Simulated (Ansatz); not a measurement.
On BN-zb (110, BN face) the hole barrier is 1.29 eV under IrO2-rut (100) and 1.74 eV under W (110).

Plane-wave PAW runs of Ansatz (an electronic-structure program) at PBE, 420 eV, without spin–orbit coupling and spin-polarised for magnetic metals alone: periodic stacks cut from bulk faces, the metal strained to the host, one local minimum each, barriers from the potential line-up.

### Question
By thermionic emission alone, how do the saturation currents of the two p-type contacts compare at 300 K (kT = 25.85 meV)?

### Answer
J0 = A* T² exp(−φ/kT) with one A* for the host, so the ratio is exp[(1.74 − 1.29) / 0.02585] = exp(17.4), about 10^7.6 in favour of IrO2-rut. An error of 0.1 eV in either barrier moves this by a factor of about 50, and tunnelling and image lowering are left out.
